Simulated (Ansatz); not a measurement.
Computed with PBE (plane waves to 420 eV, PAW; Ansatz, a quantum-chemistry and plane-wave program).

Plane-averaged electrostatic potential energy along the normal, in eV from the Fermi level, for CH3 on the 1x1 (110) surface of bcc W, one in a 2x2 cell, started at the site 'top W':

(z (Å), V (eV)): (5.20, 4.81); (5.49, 4.81); (5.78, 4.81); (6.07, 4.80); (6.36, 4.79); (6.64, 4.77); (6.93, 4.72); (7.22, 4.63); (7.51, 4.44); (7.80, 4.07); (8.09, 3.31); (8.38, 1.82); (8.67, -1.11); (8.96, -7.23); (9.24, -15.19); (9.53, -20.65); (9.82, -21.01); (10.11, -16.17); (10.40, -8.63); (10.69, -3.58); (10.98, -4.78); (11.27, -11.52); (11.56, -18.74); (11.84, -22.00); (12.13, -19.68); (12.42, -12.88); (12.71, -5.47); (13.00, -2.59); (13.29, -5.44); (13.58, -12.84); (13.87, -19.63); (14.16, -21.96); (14.44, -18.72); (14.73, -11.49); (15.02, -4.68); (15.31, -3.31); (15.60, -8.11); (15.89, -15.72); (16.18, -20.88); (16.47, -20.92); (16.76, -15.80); (17.04, -7.99); (17.33, -2.03); (17.62, -0.26); (17.91, -0.38); (18.20, -0.72); (18.49, -0.38); (18.78, 1.67); (19.07, 2.98); (19.36, 3.41); (19.64, 3.58); (19.93, 3.65); (20.22, 3.68); (20.51, 3.69); (20.80, 3.69); (21.09, 3.70); (21.38, 3.70); (21.67, 3.70); (21.96, 3.70); (22.24, 3.70); (22.53, 3.70); (22.82, 3.70)

Model: 20-atom slab, 6.6 Å thick at the start under the adsorbate (thin: gaps and levels are the slab's own), 6x6x1 mesh, Fermi-Dirac 0.1 eV, dipole correction, 8 atoms held, the rest relaxed; no symmetry held; spin-polarised, no spin-orbit, no U, no dispersion correction. The starting moment vanished. At the end it is bonded to 3 W. In PBE it is, or lies within 0.03 eV of, the lowest of the starts that converged.

Task: The surface cell has an area of 28.68 Å². What dipole along the normal does the step between the two vacuum levels imply?

Result: the top vacuum level lies 1.12 eV below the bottom one; p = −ε₀ A ΔV (ε₀ = 0.005526 e/(V·Å)) gives 0.18 e·Å a cell.
